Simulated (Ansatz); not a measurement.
# Ta vacancy + C interstitial (bcc Ta host)

The numbers are results of PBE, PAW (plane waves to 420 eV; Ansatz, an electronic-structure program), not measurements. Set-up: 54-site cell; 4×4×4 shifted k-points; start: the Ta site; off centre in the vacancy; no spin–orbit coupling; not converged in cell size; the relaxation kept the symmetry of the starting site; relaxed from one start, so a lower configuration may exist.

Neighbours after relaxation, in Å: of the emptied site: C 1.49, Ta 2.67, Ta 2.67, Ta 2.67, Ta 2.67; of the C atom: Ta 2.15, Ta 2.15, Ta 2.15, Ta 2.15, Ta 2.18.

Formation energies E_f are those of the neutral cell. Chemical conditions: impurity bounded by its compound with the host (Δμ(Ta) = 0.00 eV, Δμ(C) = -1.85 eV, bounded by Ta2C (P-3m1); only phases computed here count, gases as isolated molecules at 0 K). Reference phases: C: graphite, Ta: bcc Ta.

```
charge         moment (μB)  point group  largest move off a lattice site (Å)  E_f, impurity bounded by its compound with the host (eV)
------  ------------------  -----------  -----------------------------------  --------------------------------------------------------
0       not spin-polarised          C4v                                 0.35                                                      3.83
```

Point groups are those of the whole cell at tolerances of 0.03 and 0.1 Å ("near" where only the looser one holds); none is given for unsettled states.
